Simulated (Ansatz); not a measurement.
Checking a run of Ansatz (a quantum-chemistry and plane-wave program) on SrPt₅ (P6/mmm, 6 atoms in the cell). The aim is a self-consistent single point with DFT, PBEsol, plane waves, default PAW files made with PBE.

Input:

Ansatz 0.2 input:
```yaml
# SrPt5
crystal:
  lattice:
    - [5.73035600, 0.00000000, 0.00000000]
    - [-2.86517800, 4.96263400, 0.00000000]
    - [0.00000000, 0.00000000, 4.43479800]
  atoms:
    - { symbol: Sr, position: [0.00000000, 0.00000000, 0.00000000] }
    - { symbol: Pt, position: [0.33333300, 0.66666700, 0.00000000] }
    - { symbol: Pt, position: [0.66666700, 0.33333300, 0.00000000] }
    - { symbol: Pt, position: [0.50000000, 0.00000000, 0.50000000] }
    - { symbol: Pt, position: [0.50000000, 0.50000000, 0.50000000] }
    - { symbol: Pt, position: [0.00000000, 0.50000000, 0.50000000] }
basis:
  ecutrho_ratio: 2
kpoints:
  mp_grid: { grid: [5, 5, 5] }
hamiltonian:
  xc: pbesol
  pseudopotentials: { kind: paw }
scf:
  occupations: { method: cold, width: 0.2 eV }
output:
  forces: true
  eigenvalues: true
  stress: true
```

Output (repeated stretches shortened):

```
   [... lines left out ...]
Pseudopotential: Pt, paw, valence charge 18
Crystal: 6 atoms, lattice volume = 126.115 Å³
Basis set: ecut = 420 eV, 2499 PW (Γ), exchange–correlation on 72×72×60 points (8 copies of the dense FFT grid, shifted against one another)
Bands: 60, of which v1, the nominal top of the filled ones, is band 50 counted from 1 (49 counted from 0)
Symmetry: 24 space group operations
Space group: P6/mmm (ITA 191), of the structure as read, at distance tolerance 5.0e-5 Å
k-points: 15 of 125
PAW frozen core: Sr, regenerated for the run's functional, and the local potential with it
PAW frozen core: Pt, regenerated for the run's functional, and the local potential with it
Initial density: superposition of atomic densities (neutral atoms: chi_scale 0, normalization atom), corrected by the library's trained network
Initial wavefunctions: pseudopotential atomic-orbital guess
Eigensolver: davidson
Functional: x = pbesol(κ = 0.804, μ = 0.12345679012345678), c = pbesol(β = 0.046)
SCF iter   1: F=—  HF=-65413.325826 eV  |F-HF|=—  |Δ(HF+E_count)|=         —  Δρ=7.43e-3  dr2=6.51e-2  ethr=1.77e-3  ⟨swp⟩=6.7  Hψ=3491  notcnv=0
all-band conjugate gradients solve this SCF's bands
preconditioner: auto → LDOS
SCF iter   2: F=—  HF=-65413.324449 eV  |F-HF|=—  |Δ(HF+E_count)|=   1.38e-3  S|Δr|=    0.00e0  Δρ=6.09e-3  dr2=4.77e-2  ethr=6.51e-5  ⟨swp⟩=2.0  Hψ=1692  notcnv=0  defer=1
   [... lines left out ...]
SCF iter   4: F=—  HF=-65413.311203 eV  |F-HF|=—  |Δ(HF+E_count)|=   7.98e-4  S|Δr|=    0.00e0  Δρ=2.13e-4  dr2=3.48e-5  ethr=3.18e-6  ⟨swp⟩=2.0  Hψ=1236  notcnv=0  defer=1
SCF iter   5: F=—  HF=-65413.311209 eV  |F-HF|=—  |Δ(HF+E_count)|=   6.01e-6  S|Δr|=    0.00e0  Δρ=4.87e-5  dr2=3.01e-6  ethr=3.48e-8  ⟨swp⟩=2.0  Hψ=929  notcnv=0  defer=1
SCF iter   6: F=-65413.311208 eV  HF=-65413.311208 eV  |F-HF|=1.48e-8  |Δ(HF+E_count)|=   3.96e-7  S|Δr|=    0.00e0  Δρ=7.95e-6  dr2=5.35e-8  ethr=1.00e-10  ⟨swp⟩=9.1  Hψ=4564  notcnv=0
SCF 1 converged in 6 iterations: F = -65413.311208 eV  dr2 = 5.35e-8
Stability not checked (fill_not_monotonic)
Free energy (F): -65413.311208 eV
Internal energy: -65413.347389 eV  (E = F + TS)
E sigma→0 (E₀):  -65413.323268 eV
Entropy (-TS):   0.036181 eV (6.030 meV/atom)
Fermi energy:    14.919745 eV
--- Forces (eV/Å), atoms counted from 1 ---
  atom   1  Sr    -0.00000000     0.00000000     0.00000000
   [... zero for the other atoms too ...]
--- Stress (GPa, compression-positive) ---
      -16.765934      -0.000000      -0.000000
   [... lines left out ...]
  P = ⅓ Tr σ = -17.2314 GPa (-172.314 kbar)
  The stress holds the Pulay correction, which leaves out the density cutoff's part. Without it, at fixed plane waves, as pw.x and ABINIT print it …
settings of this run that can trade accuracy for cost: basis.ecutrho_ratio < 4. Do not mix this run's numbers with those of runs without the same settings …
```

Q: Is this run sound? If not, what is wrong?

A: The compared values did not move, but the log warns. The input holds a density cutoff or grid that is too coarse, which can do harm: the charge density holds wave vectors up to twice those of the orbitals (four times the energy cutoff), and augmentation charges need more still. The run converged in 6 iterations, and against the sound input the free energy hardly moves (within 1 meV/atom) and the pressure moves little (-17.25 to -17.23 GPa). The full log also holds (shortened here): “WARN basis.ecutrho_ratio = 2 (ecutrho = 840 eV) is below the records' recommended cutoff”. At a fixed set of plane waves, without the program's Pulay estimate, the pressure is -17.27 GPa against -17.28 GPa.

The sound input it was made from differs as follows (other fixes are possible):
```diff
-basis:
-  ecutrho_ratio: 2
```

With that input, the run converged in 6 iterations: free energy E − TS (on the zero of these files) -65413.3104 eV; Fermi level (on the code's own zero) 14.92 eV; pressure -17.25 GPa (DFT, PBEsol, plane waves, default PAW files made with PBE).

On the sound input: the starting cell was generated: these elements placed on a structure prototype, without a prior relaxation; it need not be a known phase or ordering of this composition. Spin-orbit coupling is off. Spin polarisation is off. With a pressure of about -17 GPa the cell is away from its equilibrium volume at this level. Ansatz's pressure includes its estimate of the finite-basis (Pulay) stress.
